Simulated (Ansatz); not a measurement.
Ca on the Al site in wurtzite AlN: one set of geometries, relaxed with PBE, evaluated in Ansatz (PAW, plane waves to 420 eV, 500 eV under r2SCAN) with PBE, r2SCAN.

Set-up: 96-site cell; 2×2×2 shifted k-points; start: the Al site; charged states image-corrected; finite-size errors of tenths of an eV; flagged in the runs: a doubtful potential alignment, a host whose relaxation on this sampling wasn't shown to rest, a strain field that reaches the edge of the cell.

```json
[
 {"quantity": "host gap (eV)", "PBE": "4.03", "r2SCAN": "?"},
 {"quantity": "ε(0/−1) above the VBM (eV)", "PBE": "0.60", "r2SCAN": "?"},
 {"quantity": "neutral formation energy against fcc Al, fcc Ca (eV)", "PBE": "4.19", "r2SCAN": "?"},
 {"quantity": "largest moment on one atom at charge 0 (μB)", "PBE": "0.21", "r2SCAN": "?"}
]
```

Q: Given the lower rungs, what does r2SCAN give?

A: 
- host gap (eV), r2SCAN: 4.67
- ε(0/−1) above the VBM (eV), r2SCAN: 0.70
- neutral formation energy against fcc Al, fcc Ca (eV), r2SCAN: 4.26
- largest moment on one atom at charge 0 (μB), r2SCAN: 0.24

Ansatz is a program for electronic structure.
